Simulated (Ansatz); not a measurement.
# Converging shifted k-point meshes: YbZn (P4mm, 2 atoms in the cell)

```
YbZn
1.0
    3.59371     0.00000     0.00000
    0.00000     3.59371     0.00000
    0.00000     0.00000     3.59371
Yb Zn
1 1
Direct
  0.00000   0.00000   0.01391
  0.50000   0.50000   0.50000
```

Level of theory: PBEsol, default PAW files made with PBE (plane waves; Ansatz, a first-principles code).

Base settings: basis.ecutwfc = 420 eV; kpoints.mp_grid.grid = 9 9 9; hamiltonian.xc = pbesol; hamiltonian.pseudopotentials = {kind: paw} (the program's default PAW files); scf.occupations.method = fermi_dirac; scf.occupations.width = 0.1 eV.

In this ladder: kpoints.mp_grid.shift = 0.5 0.5 0.5.

Only quantities that move along the ladder and can be compared are tabulated.

The count of work is k-points × plane waves × bands × iterations; it is no time. Core times come from one kind of shared machine, to one figure; runs under 30 s give none.

The starting cell comes from a database of computed structures (which also holds hypothetical and non-ambient phases and stackings), without a prior relaxation at this level. Its lattice was rescaled by up to half a per cent. One atom was moved a little off its site on purpose. Spin polarisation is off. In the base run, with a pressure of about -3 GPa the cell is away from its equilibrium volume at this level. Ansatz's pressure includes its estimate of the finite-basis (Pulay) stress.

Steps (kpoints.mp_grid.grid): 2 2 2; 3 3 3; 4 4 4; 5 5 5; 6 6 6; 7 7 7; 8 8 8; 9 9 9; 10 10 10; 11 11 11; 12 12 12; 13 13 13; 15 15 15; 16 16 16; 18 18 18; 20 20 20; 22 22 22; 27 27 27; 30 30 30.

Task: What is the coarsest kpoints.mp_grid.grid that holds the free energy within 5 meV/atom of the last step, with all finer ones?

Result: 7 7 7, at 0.022 of the last step's count of work; the step before is off by 10 meV/atom.

Task: What is the coarsest kpoints.mp_grid.grid that holds the forces within 0.005 eV/Å of the last step, with all finer ones?

Result: 4 4 4, at 0.0033 of the last step's count of work; the step before is off by 0.006 eV/Å.

Task: What is the coarsest kpoints.mp_grid.grid that holds the pressure within 0.2 GPa of the last step, with all finer ones?

Result: 5 5 5, at 0.0088 of the last step's count of work; the step before is off by 0.38 GPa.

| kpoints.mp_grid.grid | free energy less the last step's (meV/atom) | pressure (GPa) | largest difference of a force vector from the last step's (eV/Å) | count of work / last | core time / last (rough) |
|---|---|---|---|---|---|
| 2 2 2 | 992.94 | -2.33 | 0.037 | 0.00056 | – |
| 3 3 3 | 1.59 | -2.46 | 0.006 | 0.0037 | – |
| 4 4 4 | -33.68 | -3.38 | 0.004 | 0.0033 | – |
| 5 5 5 | 16.27 | -3.15 | 0.001 | 0.0088 | – |
| 6 6 6 | 10.41 | -2.83 | 0.003 | 0.010 | – |
| 7 7 7 | 0.48 | -3.12 | 0.001 | 0.022 | – |
| 8 8 8 | -3.33 | -2.99 | 0.001 | 0.022 | – |
| 9 9 9 | -1.07 | -2.96 | 0.000 | 0.042 | – |
| 10 10 10 | 1.38 | -3.00 | 0.001 | 0.042 | – |
| 11 11 11 | 1.02 | -3.03 | 0.000 | 0.070 | – |
| 12 12 12 | -0.49 | -2.99 | 0.000 | 0.070 | – |
| 13 13 13 | -0.69 | -2.99 | 0.000 | 0.11 | – |
| 15 15 15 | 0.29 | -3.00 | 0.000 | 0.16 | 0.1 |
| 16 16 16 | -0.03 | -3.00 | 0.000 | 0.16 | 0.1 |
| 18 18 18 | 0.02 | -3.00 | 0.000 | 0.23 | 0.2 |
| 20 20 20 | 0.03 | -3.00 | 0.000 | 0.31 | 0.3 |
| 22 22 22 | -0.01 | -3.00 | 0.000 | 0.40 | 0.3 |
| 27 27 27 | 0.00 | -3.00 | 0.000 | 0.82 | 0.7 |
| 30 30 30 | 0.00 | -3.00 | 0.000 | 1.0 | 1 |

Keys are those of Ansatz 0.2.
